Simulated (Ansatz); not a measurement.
Band structure of MoP (P-6m2, 2 atoms in the cell).

```yaml
crystal:
  lattice:
    - [3.30981, 0.00000, 0.00000]
    - [-1.65490, 2.86638, 0.00000]
    - [0.00000, 0.00000, 3.25611]
  atoms:
    - { symbol: Mo, position: [0.00000, 0.00000, 0.00000] }
    - { symbol: P, position: [0.33333, 0.66667, 0.50000] }
```

Method of the run: PBEsol with spin-orbit coupling, default PAW files made with PBE (plane waves; Ansatz, a quantum-chemistry and plane-wave program).

Settings: kpoints.mp_grid.grid = 11 11 10; hamiltonian.xc = pbesol; hamiltonian.pseudopotentials = {kind: paw} (the program's default PAW files); magnetization.noncollinear = true; magnetization.spin_orbit = true; scf.occupations.method = methfessel_paxton; scf.occupations.width = 0.0073 Ry; kpoints.band_path.npoints = 10.

The starting cell comes from a database of computed structures (which also holds hypothetical and non-ambient phases and stackings), without a prior relaxation at this level. Its lattice was rescaled by a random factor within 2.5 % of one.

Levels in eV from the Fermi level, bands 17 to 24:
| point | 17 | 18 | 19 | 20 | 21 | 22 | 23 | 24 |
|---|---|---|---|---|---|---|---|---|
| Γ | -0.70 | -0.70 | 0.19 | 0.19 | 0.29 | 0.29 | 3.78 | 3.78 |
| M | -1.30 | -1.30 | -0.36 | -0.36 | 1.51 | 1.51 | 2.03 | 2.03 |
| K | -1.36 | -1.28 | -0.18 | -0.03 | 0.52 | 0.54 | 0.64 | 0.80 |
| A | -1.59 | -1.59 | -1.44 | -1.44 | 1.22 | 1.22 | 2.75 | 2.75 |
| L | -1.00 | -1.00 | 1.24 | 1.24 | 1.64 | 1.64 | 3.15 | 3.15 |
| H | -1.22 | -1.16 | 1.35 | 1.36 | 2.75 | 2.84 | 3.67 | 3.82 |

Bands cross the Fermi level along this path, so the cell is metallic at this level.

The net moment of the cell came out as 0.00 μB.

Keys are those of Ansatz 0.2.
